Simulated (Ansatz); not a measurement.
Pressure series in V3Si

Base system: V₃Si in the A15 (Cr3Si type) structure (space group Pm-3n, No. 223; a = 4.701 Å).

Cell and atoms are relaxed at each pressure.

Level of theory: PBE (Ansatz, a program for electronic structure), no spin-orbit coupling, earlier PAW set.

Notes on the quantities. enthalpy: H = E + PV relative to the base's energy.

```json
[
 {"change": "base", "volume per atom": "12.99 Å³", "enthalpy": "–"},
 {"change": "pressure −2 GPa", "volume per atom": "13.13 Å³", "enthalpy": "-0.16 eV/atom"},
 {"change": "pressure −1 GPa", "volume per atom": "13.06 Å³", "enthalpy": "-0.08 eV/atom"},
 {"change": "pressure 1.8 GPa", "volume per atom": "12.87 Å³", "enthalpy": "+0.15 eV/atom"},
 {"change": "pressure 4.2 GPa", "volume per atom": "12.72 Å³", "enthalpy": "+0.34 eV/atom"},
 {"change": "pressure 9 GPa", "volume per atom": "12.44 Å³", "enthalpy": "+0.71 eV/atom"},
 {"change": "pressure 18 GPa", "volume per atom": "11.99 Å³", "enthalpy": "+1.40 eV/atom"},
 {"change": "pressure 30 GPa", "volume per atom": "11.49 Å³", "enthalpy": "+2.28 eV/atom"},
 {"change": "pressure 45 GPa", "volume per atom": "10.98 Å³", "enthalpy": "+3.33 eV/atom"},
 {"change": "pressure 60 GPa", "volume per atom": "10.56 Å³", "enthalpy": "+4.34 eV/atom"}
]
```

Load acts through the strain it causes; cell and atoms are relaxed under it. Whether these cells are dynamically stable was not tested. Competing high-pressure phases were not computed. Seeded moments were not kept for the base. All final runs are without spin polarisation.
